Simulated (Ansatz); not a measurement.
The structure below was relaxed with PBEsol, PAW, 420 eV (Ansatz, an electronic-structure program; scalar-relativistic without spin-orbit coupling).

```yaml
crystal:
  lattice:
    - [-1.48797, 1.48797, 6.27454]
    - [1.48797, -1.48797, 6.27454]
    - [1.48797, 1.48797, -6.27454]
  atoms:
    - { symbol: N, position: [0.83008, 0.83008, 0.00000] }
    - { symbol: N, position: [0.16992, 0.16992, 0.00000] }
    - { symbol: N, position: [0.50000, 0.50000, 0.00000] }
    - { symbol: V, position: [0.67326, 0.67326, 0.00000] }
    - { symbol: Nb, position: [0.00000, 0.00000, 0.00000] }
    - { symbol: V, position: [0.32674, 0.32674, 0.00000] }
```

Question: Find the space group and the Wyckoff positions.

Answer: Space group I4/mmm (No. 139); a = b = 2.9759 Å, c = 12.5491 Å, α = β = γ = 90.00°

```tsv
atom	site	symmetry	x	y	z
N	4e	4mm	0.0000	0.0000	0.1699
N	2b	4/mmm	0.0000	0.0000	0.5000
V	4e	4mm	0.0000	0.0000	0.3267
Nb	2a	4/mmm	0.0000	0.0000	0.0000
```

These are small ordered cells, not random alloys; other orderings at the same x differ. Whether these cells are dynamically stable was not tested. Seeded moments were not kept for x(V) = 0.667, 6 atoms, I4/mmm. The final runs are not spin-polarised. The cell was made from NbN by this change: x(V) = 0.667, 6 atoms, I4/mmm.
